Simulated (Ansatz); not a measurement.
Start from AlN in the zinc blende structure (space group F-43m, No. 216).

```xyz
2
Lattice="0.0000 2.1849 2.1849 2.1849 0.0000 2.1849 2.1849 2.1849 0.0000" Properties=species:S:1:pos:R:3 pbc="T T T"
Al     0.0000     0.0000     0.0000
N      1.0924     1.0924     1.0924
```

The values are results of r2SCAN in Ansatz (plane waves to 500 eV, PAW, no spin-orbit coupling), not measurements.

Strains are applied to the cell and any free atomic positions relax.

One change was made to it. Results:

```csv
quantity,base,after
electron mass,"0.51 mₑ along k, 0.33 mₑ across (at X)","0.50 mₑ along k, 0.32 mₑ across (at X)"
mean gap deformation potential ΔEg/Δln V,–,-0.8 eV
energy relative to the base (free energy F),0 meV/atom,+41 meV/atom
width of the top valence band,2.68 eV,2.84 eV
```

Question: Name the change that was made.
A. isotropic strain −1.50 %
B. isotropic strain −2.00 %
C. isotropic strain −1.00 %
D. isotropic strain −2.50 %
E. isotropic strain −0.50 %

Answer: D, isotropic strain −2.50 %. For comparison, the electron mass in the other runs: isotropic strain −1.50 % gives 0.51 mₑ along k, 0.33 mₑ across (at X); isotropic strain −0.50 % gives 0.51 mₑ along k, 0.33 mₑ across (at X); isotropic strain −2.00 % gives 0.51 mₑ along k, 0.33 mₑ across (at X); isotropic strain −1.00 % gives 0.51 mₑ along k, 0.33 mₑ across (at X).

Effective masses come from finite differences of ±0.01 Å⁻¹. Along k means along the line from Γ to the band edge. Stability against distortions was not tested. This is not the structure that AlN has at room temperature and ambient pressure.

Ansatz is an electronic-structure program.
